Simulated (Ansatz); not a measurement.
An Ansatz (an electronic-structure program) run: WO3; plane-wave PAW DFT at the PBEsol level (Ansatz, 420 eV), spin-orbit coupling left out.

Input:

Ansatz 0.2 input:
```yaml
crystal:
  lattice:
    - [2.7269708291, -2.7371660927, 0]
    - [2.7269708291, 2.7371660927, 0]
    - [0, 0, 7.4603359811]
  atoms:
    - { symbol: W, position: [0.5586419138, 0.4413580862, 0.75] }
    - { symbol: W, position: [0.4413580862, 0.5586419138, 0.25] }
    - { symbol: O, position: [0.5, 0.5, 0.5] }
    - { symbol: O, position: [0.5, 0.5, 0] }
    - { symbol: O, position: [0.4791474011, 0.0177235322, 0.25] }
    - { symbol: O, position: [0.5208525989, 0.9822764678, 0.75] }
    - { symbol: O, position: [0.0177235322, 0.4791474011, 0.75] }
    - { symbol: O, position: [0.9822764678, 0.5208525989, 0.25] }
basis: { ecutwfc: 420, ecutrho_ratio: 4, xc_grid: 2, fft_grid_basis: typed }
kpoints: { mp_grid: { grid: [9, 9, 5] } }
hamiltonian:
  xc: pbesol
  dispersion: none
  pseudopotentials: { kind: paw }
scf: { occupations: { method: fermi_dirac, width: 0.05 }, convergence: { dr2_threshold: 0.0000000008 } }
output: { forces: true, stress: true }
```

Output (explanatory and most iteration lines left out):

```
Pseudopotential: W, paw, valence charge 14
Pseudopotential: O, paw, valence charge 6
Crystal: 8 atoms, lattice volume = 111.370 Å³
Basis set: ecut = 420 eV, 2181 PW (Γ), exchange–correlation on 54×54×100 points (8 copies of the dense FFT grid, shifted against one another)
Bands: 40, of which v1, the nominal top of the filled ones, is band 32 counted from 1 (31 counted from 0)
Symmetry: 8 space group operations
Space group: Cmcm (ITA 63), of the structure as read, at distance tolerance 4.8e-5 Å
k-points: 75 of 405
Functional: x = pbesol(κ = 0.804, μ = 0.12345679012345678), c = pbesol(β = 0.046)
SCF iter   1: F=—  HF=-23880.528933 eV  |F-HF|=—  |Δ(HF+E_count)|=         —  Δρ=1.80e-2  dr2=3.29e-1  ethr=1.77e-3  ⟨swp⟩=6.1  Hψ=12273  notcnv=0  defer=2
SCF iter   2: F=—  HF=-23880.468126 eV  |F-HF|=—  |Δ(HF+E_count)|=   6.08e-2  Δρ=6.34e-3  dr2=3.97e-2  ethr=5.14e-4  ⟨swp⟩=2.0  Hψ=5417  notcnv=0  defer=115
SCF 1 converged in 10 iterations: F = -23880.461123 eV  dr2 = 4.64e-11
SCF converged after 10 iterations
Free energy (F): -23880.461123 eV
Internal energy: -23880.461123 eV  (E = F + TS)
E sigma→0 (E₀):  -23880.461123 eV
Entropy (-TS):   -0.000000 eV (-0.000 meV/atom)
Fermi energy:    6.526542 eV
--- Forces (eV/Å), atoms counted from 1 ---
  atom   1  W      0.00000000     0.00029795     0.00000000
  atom   2  W      0.00000000    -0.00029795     0.00000000
  atom   3  O      0.00000000     0.00000000     0.00000000
  atom   4  O      0.00000000     0.00000000     0.00000000
  atom   5  O      0.00013612    -0.00006514     0.00000000
  atom   6  O     -0.00013612     0.00006514     0.00000000
  atom   7  O      0.00013612     0.00006514     0.00000000
  atom   8  O     -0.00013612    -0.00006514     0.00000000
--- Stress (GPa, compression-positive) ---
        0.003022       0.000000       0.000000
        0.000000       0.002093       0.000000
        0.000000       0.000000      -0.000341
  P = ⅓ Tr σ = 0.0016 GPa (0.016 kbar)
```

With W present, leaving out spin-orbit coupling can change the band edges. Whether these cells are dynamically stable was not tested. The cell is WO3 (space group Cmcm, No. 63; a cell from a computed database, its experimental status unchecked).
